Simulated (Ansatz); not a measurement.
# Surface dipole against coverage: Na on fcc Au (111)

One Na atom in each cell of a four-layer slab of fcc Au (111), started at a threefold hollow (fcc) site; the adatom and the upper two layers relax, with a dipole correction. Δφ is the change of the top face's work function against the clean slab's 5.12 eV. By the Helmholtz relation an adatom's dipole is μ = |Δφ|/(0.377 eV × n) in debye, for n adatoms per nm². In Topping's model neighbouring dipoles depolarise each other, so that 1/μ = (1 + 9α·n^(3/2))/μ0 is a line in x = n^(3/2). Method: PBE (plane waves to 420 eV, PAW; Ansatz, a quantum-chemistry and plane-wave program). All cells sample the k points of the 1×1 cell's 12×12×1 mesh, with Fermi-Dirac smearing of 0.1 eV (energies taken to zero smearing), without spin polarisation or spin-orbit coupling.

```csv
cell,x (nm⁻³),1/μ (1/D),n (nm⁻²),Δφ (eV)
4×3,1.17,0.249,1.11,-1.68
3×3,1.80,0.261,1.48,-2.14
4×2,2.16,0.277,1.67,-2.27
3×2,3.33,0.299,2.23,-2.81
2×2,6.10,?,3.34,?
```

Problem. Using a straight line, estimate the missing 1/μ at x = 6.10 from the other rows, showing the fit.

Solution. With u = x - 2.1, the rows have u = -0.9300, -0.3000, 0.0600, 1.2300. Means: u 0.015000, 1/μ 0.2715. About the means, the sum of products is 0.058230 and the sum of squares of u is 2.4705; the slope is their ratio. Least squares gives 1/μ = 0.2711 + 0.02357·u. Residuals (row less fit): -0.0002, -0.0030, 0.0045, -0.0011; standard error 0.0039 (degrees of freedom: 2). At x = 0 the line gives 1/μ0 = 0.222, so a lone adatom carries about 4.5 D, its positive end outward; slope over intercept is 9α, which puts α at roughly 12 Å³, a figure that hangs on Δφ's last digit. At the withheld row, u = 4.0000, so 1/μ = 0.2711 + 0.02357 × 4.0000 = 0.3654 1/D. The calculation gives 0.369 1/D, 0.0036 1/D above the prediction (3.0 % of the range of 1/μ in the table). The row lies outside the fitted rows, so this is an extrapolation.

The model takes a square or triangular net of point dipoles; the 4×2, 3×2 and 4×3 nets are stretched, and dense layers bond among themselves. Only series are tabulated where Δφ keeps its sign and exceeds 0.12 eV, and the fitted rows scatter about the line by under a tenth of the table's range (standard error).

As a change of work function, the prediction is 0.377 × 3.34/0.365 = 3.45 eV in size, against 3.41 eV from the run.

Each row is one calculation, so residuals can be the form's limits or numerical noise.
